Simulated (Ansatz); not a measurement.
```
CELL_PARAMETERS angstrom
      3.34566     0.00000     0.00000
     -1.67283     2.89743     0.00000
      0.00000     0.00000    14.90635
ATOMIC_POSITIONS crystal
  Zr 0.33333 0.66667 0.58196
  Zr 0.66667 0.33333 0.41804
  Zr 0.66667 0.33333 0.08196
  Zr 0.33333 0.66667 0.91804
  Tl 0.33333 0.66667 0.25000
  Tl 0.66667 0.33333 0.75000
  C  0.00000 0.00000 0.00000
  C  0.00000 0.00000 0.50000
```

Zr$_{2}$TlC (P6_3/mmc), PBEsol, DFPT electron-phonon coupling, linearised Boltzmann equation (plane waves, PAW, scalar-relativistic; Ansatz, a first-principles code): the phonon-limited resistivity at 300 K is 10.2 μΩ·cm (x, the basal plane), 10.2 μΩ·cm (y, the basal plane), 62.9 μΩ·cm (z, c). Third figures are kept for the arithmetic.

How anisotropic is it, and between which bounds lies a dense polycrystal with random grains and no boundary scattering?

Largest over smallest: 6.2. Upper bound, grains in series: (10.2 + 10.2 + 62.9)/3 = 28 μΩ·cm. Lower bound, grains side by side: 3/Σ(1/ρ) = 14.2 μΩ·cm. The best single-crystal direction lies 28 % under the lower bound.

The current-weighted mean free path is 16.8 nm along x and 14.1 nm along z. How does ρ₀ℓ differ between these directions?

x: 10.2 × 16.8 = 17.1×10⁻¹⁶ Ω·m²; z: 62.9 × 14.1 = 89×10⁻¹⁶ Ω·m², a ratio of 5.2. The size effect in a wire also hangs on the velocities towards its walls, so the isotropic formulas don't carry over to this crystal.

A metal at this level (no band gap). Only scattering by harmonic phonons is included (no impurities, grain boundaries, electron-electron scattering or thermal expansion). Spin-orbit coupling is left out, which matters with elements this heavy. Halving the electron mesh (28x28x8) moves the resistivity by up to 7 % at 300 K, the mean free path by up to 8 %. Smearing 0.20 eV; phonons on a 5x5x1 q mesh, which this run doesn't test.

Computed structure with no diffraction record at hand here (it may be known, metastable or hypothetical): Zr2TlC (P6_3/mmc).
